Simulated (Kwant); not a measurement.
Device: GaN/Al0.2Ga0.8N stack with 1 barrier. One parabolic valley. Leads of mass 0.2 mₑ with the band edge at 0; grid 0.1 nm; bias swept from 0.014 to 0.43979 V, dropping linearly over the stack. Emitter Fermi level 0.023 eV, 77 K, equal in the collector.

| layer | thickness (nm) | band offset (eV) | mass (mₑ) |
|---|---|---|---|
| 1 | 3.4 | 0.35 | 0.22 |

The device is made up for the run: typed textbook-type constants, with dimensions and the other settings drawn at random.

Computed with Kwant: one-band effective-mass tight-binding model in one dimension, coherent, no space charge, current by the Tsu-Esaki formula.

Sweep values stay those of the base run.

The thickness of the first barrier was swept, all else fixed.

```
thickness of the first barrier (nm)  J (A/cm²) at bias = 0.3215 V  J (A/cm²) at bias = 0.1086 V  J (A/cm²) at bias = 0.2269 V  J (A/cm²) at bias = 0.4398 V
-----------------------------------  ----------------------------  ----------------------------  ----------------------------  ----------------------------
2                                                           25100                          8810                         16600                         40300
2.7                                                          6190                          1490                          3430                         12700
3.4                                                          1540                           253                           711                          4150
4.1                                                           390                          42.9                           148                          1400
4.8                                                          99.4                          7.29                          31.1                           486
```

From the first row to the last the J at bias = 0.3215 V goes from 25100 to 99.4. From the first row to the last the J at bias = 0.1086 V goes from 8810 to 7.29.
